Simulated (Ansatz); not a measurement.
The starting structures come from a database of crystals and need not be the phases stable at ambient conditions.

Tunnelling through a barrier is set by its complex band structure: the current falls as exp(−2κd) with the smallest κ.

Input:

```xyz
6
Lattice="3.3972 0.0000 0.0000 0.0000 3.7095 0.0969 0.0000 -0.2930 10.9295" Properties=species:S:1:pos:R:3 pbc="T T T"
Pd     1.6986     0.0000     0.0000
Pd     0.0000     1.7083     5.5132
Cl     1.6986     1.2062     4.0167
Cl     1.6986     2.2104     7.0097
Cl     0.0000     0.2888     9.4621
Cl     0.0000     3.1278     1.5644
```

Space group of this cell: P2/m. The cell was relaxed by PBE-D3(BJ); by PBEsol its mean pressure is -1.6 GPa.

Transport runs along the normal of the first two printed cell vectors.

No gap correction and no spin-orbit coupling; mid-gap values are interpolated between computed energies.

Q: Compute, with PBEsol run with Ansatz (a quantum-chemistry and plane-wave program), the band gap and the smallest decay constant κ at mid-gap.

A: Gap 0.65 eV on a 10×8×4 mesh; κ = 0.247 1/Å, at (0.300, 0.000) of the in-plane reciprocal vectors. At the zone centre, at the nearest computed energy, the slowest state has κ = 0.39 1/Å.
